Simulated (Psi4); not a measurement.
Psi4 1.11, PBE/def2-svp: Hf(I)(Me)3 ([CH3][Hf]([CH3])([CH3])[I]), 14 atoms. The geometry is a generated start, not checked to be a minimum at this level.

```
Quantity                                             Result
--------------------------  -------------------------------
task                                                 energy
method                                                  pbe
basis                                              def2-svp
memory                                                 3 GB
maxiter                                                 100
keys of the molecule block                      symmetry c1
scf_type                                       df (default)
e_convergence                               1e-06 (default)
d_convergence                               1e-06 (default)
dft_radial_points                              75 (default)
dft_spherical_points                          302 (default)
effective core potentials   those of the basis set, past Kr
basis functions                                         145
grid points                                          301407
```

```xyz
14

Hf     0.0963     0.0887    -0.0894
I      1.7841     1.7423    -1.7431
C      1.6624    -0.9214     1.2378
H      2.0127    -0.2594     2.0445
H      2.5600    -1.1602     0.6454
H      1.3803    -1.8593     1.7336
C     -0.8934    -1.2132    -1.6899
H     -1.6393    -0.6502    -2.2735
H     -1.4101    -2.1302    -1.3703
H     -0.1401    -1.5424    -2.4249
C     -1.1861     1.7224     0.8626
H     -0.5479     2.4852     1.3341
H     -1.9112     1.4349     1.6324
H     -1.7678     2.2628     0.1007
```

Charge 0 and multiplicity 1 are set for this test and not shown to be the ground state.

With the defaults (diis = true, scf_initial_accelerator = adiis, damping_percentage = 0, soscf = false, diis_max_vecs = 10, guess = auto, which took SAD, level_shift = 0, level_shift_cutoff = 0.01, diis_start = 1) it converges in 11 SCF iterations. One run each on 2 threads, with these changes:
- guess = sap
- diis_max_vecs = 3
- diis_start = 4
- level_shift = 0.1, level_shift_cutoff = 0.001
- diis = false, scf_initial_accelerator = none, damping_percentage = 60
- guess = core
- level_shift = 0.5, level_shift_cutoff = 0.001
- guess = sadno
- soscf = true

Task: Which runs fail or end elsewhere than the default run?

Result: No convergence: diis = false, scf_initial_accelerator = none, damping_percentage = 60 (the run ends without SCF convergence in 100 iterations). The rest reach the solution of the defaults.

| setting | SCF iterations | JK calls | end |
|---|---|---|---|
| soscf = true | 8 | 29 | same solution |
| level_shift = 0.5, level_shift_cutoff = 0.001 | 9 | 10 | same solution |
| level_shift = 0.1, level_shift_cutoff = 0.001 | 10 | 11 | same solution |
| the defaults | 11 | 12 | same solution |
| guess = sadno | 12 | 12 | same solution |
| guess = sap | 18 | 18 | same solution |
| diis_start = 4 | 19 | 20 | same solution |
| guess = core | 20 | 20 | same solution |
| diis_max_vecs = 3 | 24 | 25 | same solution |
| diis = false, scf_initial_accelerator = none, damping_percentage = 60 | 100 | 101 | no convergence |

An SOSCF iteration holds several JK calls; a Hückel guess adds calls on atoms. 2 further runs of the study ended by our limits or in an error and are left out.
